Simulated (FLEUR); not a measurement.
Input and output of a self-consistent single point for Co₃Sn₂S₂ (R-3m, 7 atoms in the cell) (FLEUR).

Method of the run: FLEUR with LDA (Vosko-Wilk-Nusair), all-electron FLAPW (FLEUR), scalar-relativistic valence.

The change in words: lattice scaled by 0.98. Reference geometry:
```yaml
crystal:
  lattice:
    - [2.68118, 1.54798, 4.33916]
    - [-2.68118, 1.54798, 4.33916]
    - [0.00000, -3.09596, 4.33916]
  atoms:
    - { symbol: Co, position: [0.50000, 0.00000, 0.00000], spin: 3.0 }
    - { symbol: Co, position: [0.00000, 0.50000, 0.00000], spin: 3.0 }
    - { symbol: Co, position: [0.00000, 0.00000, 0.50000], spin: 3.0 }
    - { symbol: Sn, position: [0.50000, 0.50000, 0.50000] }
    - { symbol: Sn, position: [0.00000, 0.00000, 0.00000] }
    - { symbol: S, position: [0.71954, 0.71954, 0.71954] }
    - { symbol: S, position: [0.28046, 0.28046, 0.28046] }
```
(The spins are starting values, not results.)

Reference input (self-consistent single point, DFT, LDA (Vosko-Wilk-Nusair), all-electron FLAPW (FLEUR), scalar-relativistic valence): Kmax = 4.2 1/bohr; GmaxXC = 16.8 1/bohr; xcFunctional = vwn; jspins = 2; l_soc = F; mode = hist; fermiSmearingEnergy = 0.00499791 Htr; mesh (inpgen div1-3) = 4 4 4; inpgen gamma flag = true; Gmax = 16.8 1/bohr; numbands = 0; maxIterBroyd = 15. This run's input differs from it in these lines:

```diff
@@ -3,5 +3,5 @@
 &input film=f /
-5.0666958994 2.9252582414 8.1998183418
--5.0666958994 2.9252582414 8.1998183418
--0.0000000000 -5.8505164829 8.1998183418
+4.9653614944 2.8667523767 8.0358223888
+-4.9653614944 2.8667523767 8.0358223888
+0.0000000000 -5.7335060095 8.0358219408
 1.0
@@ -49,5 +49,5 @@
          <bravaisMatrix>
-            <row-1>    5.0666958994000000     2.9252582413999999     8.1998183418000004</row-1>
-            <row-2>   -5.0666958994000000     2.9252582413999999     8.1998183418000004</row-2>
-            <row-3>    0.0000000000000000    -5.8505164828999998     8.1998183418000004</row-3>
+            <row-1>    4.9653614943999997     2.8667523767000000     8.0358223887999998</row-1>
+            <row-2>   -4.9653614943999997     2.8667523767000000     8.0358223887999998</row-2>
+            <row-3>    0.0000000000000000    -5.7335060095000001     8.0358219408000000</row-3>
          </bravaisMatrix>
```

Log, with long lists cut:

```
 Iteration:     1   Distance:      44.76845724 me/bohr^3
 Iteration:     2   Distance:      39.37353932 me/bohr^3
 Iteration:     3   Distance:      26.98054177 me/bohr^3
 Iteration:     4   Distance:      19.08381120 me/bohr^3
 Iteration:     5   Distance:      11.41835983 me/bohr^3
   [... 30 lines left out ...]
 Iteration:    36   Distance:       0.00002405 me/bohr^3
 Iteration:    37   Distance:       0.00001769 me/bohr^3
 Iteration:    38   Distance:       0.00001174 me/bohr^3
 Iteration:    39   Distance:       0.00000583 me/bohr^3
 Reset of history
 Run finished successfully
 Stop message:
   Structural relaxation: new displacements generated

[file out, last iteration]
             iter=     40
[...]
          total density-effective poten   -2.8305407590E+04
          total charge density-energy d   -5.4131002222E+02
 Updated energy parameters for spin:           1
 Updated energy parameters for spin:           2
[...]
 fermi energy and band-weighting factors:
   [... 6 lines left out ...]

[...]
FERMIE:
          first approx. to ef    (T=0)  :   0.406130 htr   (energy of the highest occ. eigenvalue)
          number of occ. states  (T=0)  :       1107
          first approx. to seigv (T=0)  : -27.560143 htr
          sum of weights of occ. states :  85.062500
          sum of semicore charge        :   0.000000 e
FERHIS:  Fermi-Energy by histogram:
   [... lines left out ...]
          bandgap                     :   0.000000 htr
          charge neutrality (T=0)     :   0.062500    (zero if the highest occ. eigenvalue is "entirely" occupied)
     EF_NEWTON:  Adjust Fermi-Energy by Newton-Method.
 Direct bandgap for spin            1 :    1.1501800317186506E-002  Htr
 Direct bandgap for spin            2 :    1.1501802197231292E-002  Htr
 ---->    free energy=                    -17317.3220804686 htr
   [... lines left out ...]
 TOTAL FORCE FOR ATOM TYPE=  2  X=  0.000   Y=  0.000   Z= 12.054
                       FX_TOT= 0.000000 FY_TOT= 0.000000 FZ_TOT= 0.000000
 TOTAL FORCE FOR ATOM TYPE=  3  X=  0.000   Y=  0.000   Z=  0.000
                       FX_TOT= 0.000000 FY_TOT= 0.000000 FZ_TOT= 0.000000
 TOTAL FORCE FOR ATOM TYPE=  4  X=  0.000   Y=  0.000   Z= -6.761
                       FX_TOT= 0.000000 FY_TOT= 0.000000 FZ_TOT=-0.012639
```

The run converged in 39 iterations. FLEUR gives forces in its relaxation mode, with a further iteration, so its stop message speaks of a relaxation. Against the reference run the free energy drops by 12.8 meV/atom and the largest force goes from 0.229 to 0.650 eV/Å.

The starting cell comes from a database of computed structures (which also holds hypothetical and non-ambient phases and stackings), without a prior relaxation at this level. For this run, on top of that: lattice scaled by 0.98. The starting moments vanished: the run ended non-magnetic, which need not be the lowest state. Values depend on the basis (sphere radii, cutoffs, local orbitals), which need not be converged. The log's line on a gap gives a spacing of levels on this mesh, which the program prints for metals too.

Cost on one core of a shared machine: roughly 10 min.
